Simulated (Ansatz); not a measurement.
Hypothetical zinc blende BiB: pressure series

Base system: BiB in the zinc blende structure (space group F-43m, No. 216; a = 5.5237 Å; a hypothetical phase, not in the database extracts checked).

Cell and atoms are relaxed at each pressure.

Calculations: PBE, PAW, 420 eV (Ansatz, a quantum-chemistry and plane-wave program; no spin-orbit coupling), earlier PAW set.

```json
[
 {"case": "base", "band gap": "0.14 eV", "density": "8.66 g/cm³", "electron mass": "–", "width of the top valence band": "4.05 eV"},
 {"case": "pressure −2 GPa", "band gap": "zero", "density": "8.41 g/cm³", "electron mass": "–", "width of the top valence band": "–"},
 {"case": "pressure −1 GPa", "band gap": "zero", "density": "8.54 g/cm³", "electron mass": "–", "width of the top valence band": "–"},
 {"case": "pressure 1.8 GPa", "band gap": "0.31 eV", "density": "8.87 g/cm³", "electron mass": "0.025 mₑ (at Γ)", "width of the top valence band": "4.16 eV"},
 {"case": "pressure 4.2 GPa", "band gap": "0.52 eV", "density": "9.12 g/cm³", "electron mass": "0.041 mₑ (at Γ)", "width of the top valence band": "4.30 eV"},
 {"case": "pressure 9 GPa", "band gap": "0.67 eV", "density": "9.56 g/cm³", "electron mass": "1.1 mₑ along k, 0.21 mₑ across (off the special points)", "width of the top valence band": "4.54 eV"},
 {"case": "pressure 18 GPa", "band gap": "0.62 eV", "density": "10.25 g/cm³", "electron mass": "1.2 mₑ along k, 0.21 mₑ across (off the special points)", "width of the top valence band": "4.92 eV"},
 {"case": "pressure 30 GPa", "band gap": "…", "density": "…", "electron mass": "1.2 mₑ along k, 0.21 mₑ across (off the special points)", "width of the top valence band": "…"},
 {"case": "pressure 45 GPa", "band gap": "0.53 eV", "density": "11.78 g/cm³", "electron mass": "1.2 mₑ along k, 0.21 mₑ across (off the special points)", "width of the top valence band": "5.75 eV"},
 {"case": "pressure 60 GPa", "band gap": "0.50 eV", "density": "12.45 g/cm³", "electron mass": "1.3 mₑ along k, 0.21 mₑ across (off the special points)", "width of the top valence band": "6.11 eV"}
]
```

Q: Complete the table.

A: 
- pressure 30 GPa, band gap: 0.58 eV
- pressure 30 GPa, density: 11.00 g/cm³
- pressure 30 GPa, width of the top valence band: 5.33 eV

Spin-orbit coupling, missing from the scalar runs, can matter with Bi. Load acts through the strain it causes; cell and atoms are relaxed under it. Masses are band curvatures over ±0.01 Å⁻¹ around the edge. Along k means along the line from Γ to the band edge. Whether these cells are dynamically stable was not tested. Competing high-pressure phases were not computed. The final runs are not spin-polarised. Gaps under 0.05 eV, about the width of the smearing, are given as zero. The zero or small gap of BiB can change with the level of theory.
